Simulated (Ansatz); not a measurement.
Fermi-surface data of Ir (I4/mmm)

Input:

```xyz
1
Lattice="0.0000 1.9090 1.9186 1.9090 0.0000 1.9186 1.9090 1.9090 0.0000" Properties=species:S:1:pos:R:3 pbc="T T T"
Ir     0.0000     0.0000     0.0000
```

Method: PBEsol, rigid bands (plane waves, PAW, scalar-relativistic; Ansatz, a quantum-chemistry and plane-wave program). Condition of this run: biaxial stress xx = yy = 2 GPa (compression positive) (the target of the relaxation). Geometry: cell and atoms relaxed with PBEsol, then loaded as said.

The density of states at the Fermi level comes out as 0.879 states/(eV·cell), both spins and the bare Sommerfeld coefficient is 2.1 mJ/(mol of atoms·K²). The drude plasma energy is 10.8 eV and the root-mean-square Fermi velocity is 8.4e5 m/s. The resistivity times τ is 4.2 ×10⁻²² Ω·m·s and the resistivity times mean free path comes out as 3.7 ×10⁻¹⁶ Ω·m².

A metal at this level (no band gap); rigid bands, thermally averaged at 300 K, both spins. Spin-orbit coupling is left out, which matters with elements this heavy. τ is one relaxation time for all states; the product of resistivity and mean free path takes one path for all states instead.
